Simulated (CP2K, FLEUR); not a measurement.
A CP2K input for a self-consistent single point of LiH (Fm-3m, 2 atoms in the cell) (DFT PBE, GPW, DZVP-MOLOPT-SR-GTH basis, GTH-PBE potentials (GTH_POTENTIALS)):

```
&GLOBAL
  PROJECT scf
  RUN_TYPE ENERGY_FORCE
  PRINT_LEVEL LOW
&END GLOBAL
&FORCE_EVAL
  METHOD Quickstep
  STRESS_TENSOR ANALYTICAL
  &DFT
    BASIS_SET_FILE_NAME BASIS_MOLOPT
    POTENTIAL_FILE_NAME GTH_POTENTIALS
    &QS
      METHOD GPW
      EPS_DEFAULT 1E-10
    &END QS
    &MGRID
      CUTOFF 450
      REL_CUTOFF 60
      NGRIDS 4
    &END MGRID
    &SCF
      SCF_GUESS ATOMIC
      EPS_SCF 1E-6
      MAX_SCF 100
      ADDED_MOS 4
      &DIAGONALIZATION
        ALGORITHM STANDARD
      &END DIAGONALIZATION
      &MIXING
        METHOD BROYDEN_MIXING
        ALPHA 0.4
        NBUFFER 8
      &END MIXING
    &END SCF
    &KPOINTS
      SCHEME MONKHORST-PACK 14 14 14
      GAMMA_CENTERED T
    &END KPOINTS
    &XC
      &XC_FUNCTIONAL PBE
      &END XC_FUNCTIONAL
    &END XC
    &PRINT
      &MO
        EIGENVALUES T
        OCCUPATION_NUMBERS T
        NDIGITS 8
        FILENAME mo
        &EACH
          QS_SCF 0
        &END EACH
        ADD_LAST NUMERIC
      &END MO
      &MULLIKEN OFF
      &END MULLIKEN
    &END PRINT
  &END DFT
  &SUBSYS
    &CELL
      ABC 2.88890900 2.88890824 2.88890843
      ALPHA_BETA_GAMMA 60.00000401 60.00000494 60.00000280
      PERIODIC XYZ
    &END CELL
    &COORD
      SCALED
      Li       0.00000000     0.00000000     0.00000000
      H        0.50000000     0.50000000     0.50000000
    &END COORD
    &KIND Li
      BASIS_SET DZVP-MOLOPT-SR-GTH-q3
      POTENTIAL GTH-PBE-q3
    &END KIND
    &KIND H
      BASIS_SET DZVP-MOLOPT-SR-GTH-q1
      POTENTIAL GTH-PBE-q1
    &END KIND
  &END SUBSYS
  &PRINT
    &FORCES ON
    &END FORCES
    &STRESS_TENSOR ON
    &END STRESS_TENSOR
  &END PRINT
&END FORCE_EVAL
```

Write the same calculation as an input for FLEUR.

One input that does it (others would too):

Input of the input generator:

```
scf LiH
&input film=f /
-0.0000000000 0.7071067812 0.7071067812
0.7071067812 -0.0000000000 0.7071067812
0.7071067812 0.7071067812 -0.0000000000
5.4592464238
1.0 1.0 1.0

2
3 0.0000000000 0.0000000000 0.0000000000
1 0.5000000000 0.5000000000 0.5000000000

&comp jspins=1 /
&kpt div1=14 div2=14 div3=14 gamma=t /
&end /
```

```xml
<?xml version="1.0" encoding="UTF-8" standalone="no"?>
<fleurInput fleurInputVersion="0.39">
   <comment>
      scf LiH                                                                                             
   </comment>
   <calculationSetup>
      <cutoffs Kmax="4.5" Gmax="22.5" GmaxXC="22.5" numbands="0"/>
      <scfLoop itmax="100" minDistance="0.00001" maxIterBroyd="25" imix="Anderson" alpha="0.05" precondParam="0.0" spinf="2.0"/>
      <coreElectrons ctail="T" frcor="F" kcrel="0" coretail_lmax="0"/>
      <xcFunctional name="pbe" relativisticCorrections="F"/>
      <magnetism jspins="1"/>
      <soc l_soc="F" theta="0.0" phi="0.0" spav="F"/>
      <expertModes spex="0" secvar="F"/>
      <geometryOptimization l_f="T" forcealpha="1.0" forcemix="BFGS" epsdisp="0.00001" epsforce="0.00001"/>
      <ldaU l_linMix="F" mixParam="0.05" spinf="1.0"/>
   </calculationSetup>
   <cell>
      <bzIntegration valenceElectrons="4.0" mode="hist" fermiSmearingEnergy="0.0001">
         <kPointListSelection listName="default-1"/>
         <!-- k-points included here -->
         <xi:include xmlns:xi="http://www.w3.org/2001/XInclude" href="kpts.xml"> </xi:include>
      </bzIntegration>
      <!-- symmetry operations included here -->
      <xi:include xmlns:xi="http://www.w3.org/2001/XInclude" href="sym.xml"> </xi:include>
      <bulkLattice scale="1.0">
         <bravaisMatrix>
            <row-1>    0.0000000000000000     3.8602701665108290     3.8602701665108290</row-1>
            <row-2>    3.8602701665108290     0.0000000000000000     3.8602701665108290</row-2>
            <row-3>    3.8602701665108290     3.8602701665108290     0.0000000000000000</row-3>
         </bravaisMatrix>
      </bulkLattice>
   </cell>
   <atomSpecies>
      <species name="Lithium (Li)" element="Li" atomicNumber="3">
         <mtSphere radius="2.02" gridPoints="669" logIncrement="0.015"/>
         <atomicCutoffs lmax="8" lnonsphr="6"/>
         <electronConfig flipSpins="F">
            <coreConfig></coreConfig>
            <valenceConfig>(1s1/2) (2s1/2)</valenceConfig>
            <stateOccupation state="(2s1/2)" spinUp="0.5" spinDown="0.5"/>
         </electronConfig>
         <energyParameters s="2" p="2" d="3" f="4"/>
         <lo type="SCLO" l="0" n="1" eDeriv="0"/>
         <lo type="SCLO" l="1" n="2" eDeriv="2"/>
         <lo type="SCLO" l="2" n="3" eDeriv="2"/>
      </species>
      <species name="Hydrogen (H)" element="H" atomicNumber="1">
         <mtSphere radius="1.55" gridPoints="513" logIncrement="0.017"/>
         <atomicCutoffs lmax="6" lnonsphr="4"/>
         <electronConfig flipSpins="F">
            <coreConfig></coreConfig>
            <valenceConfig>(1s1/2)</valenceConfig>
            <stateOccupation state="(1s1/2)" spinUp="0.5" spinDown="0.5"/>
         </electronConfig>
         <energyParameters s="1" p="2" d="3" f="4"/>
         <lo type="SCLO" l="0" n="1" eDeriv="2"/>
         <lo type="SCLO" l="1" n="2" eDeriv="2"/>
      </species>
   </atomSpecies>
   <atomGroups>
      <atomGroup species="Lithium (Li)">
         <relPos label="                   1">.0000000000 .0000000000 .0000000000</relPos>
         <force calculate="T" relaxXYZ="TTT"/>
      </atomGroup>
      <atomGroup species="Hydrogen (H)">
         <relPos label="                   2">1.000/2.000 1.000/2.000 1.000/2.000</relPos>
         <force calculate="T" relaxXYZ="TTT"/>
      </atomGroup>
   </atomGroups>
   <output dos="F" band="F" slice="F">
      <checks vchk="F" cdinf="F"/>
      <bandDOS minEnergy="-.5*Htr" maxEnergy="0.5*Htr" sigma="0.015" storeEVData="T"/>
      <vacuumDOS vacdos="F" integ="F" star="F" nstars="0" locx1="0.0" locy1="0.0" locx2="0.0" locy2="0.0" nstm="0" tworkf="0.0"/>
      <unfoldingBand unfoldBand="F" supercellX="1" supercellY="1" supercellZ="1"/>
      <plotting iplot="0" polar="F">
         <plot TwoD="T" vec1="  1.0  0.0  0.0" vec2="  0.0  1.0  0.0" vec3="  0.0  0.0  1.0" zero="  0.0  0.0  0.0" file="plot"/>
      </plotting>
      <chargeDensitySlicing numkpt="0" minEigenval="0.0" maxEigenval="0.0" nnne="0" pallst="F"/>
      <specialOutput eonly="F"/>
      <magneticCircularDichroism mcd="F" energyLo="-10.0" energyUp="0.0"/>
   </output>
  <!-- We include the file relax.xml here to enable relaxations (see documentation) -->
  <xi:include xmlns:xi="http://www.w3.org/2001/XInclude" href="relax.xml"> <xi:fallback/> </xi:include>
</fleurInput>
```

Basis settings and potentials, where a program has them, do not carry over. This input uses DFT, PBE, all-electron FLAPW (FLEUR), scalar-relativistic valence. Both were run: gap on the mesh 2.561 eV in CP2K and 3.023 in FLEUR.

On CP2K: the starting cell comes from a database of computed structures (which also holds hypothetical and non-ambient phases and stackings), without a prior relaxation at this level. Its lattice was rescaled by a random factor within 2.5 % of one. Values carry the incompleteness of an atom-centred basis.

On FLEUR: the starting cell comes from a database of computed structures (which also holds hypothetical and non-ambient phases and stackings), without a prior relaxation at this level. Its lattice was rescaled by a random factor within 2.5 % of one. Values depend on the basis (sphere radii, cutoffs, local orbitals), which need not be converged.
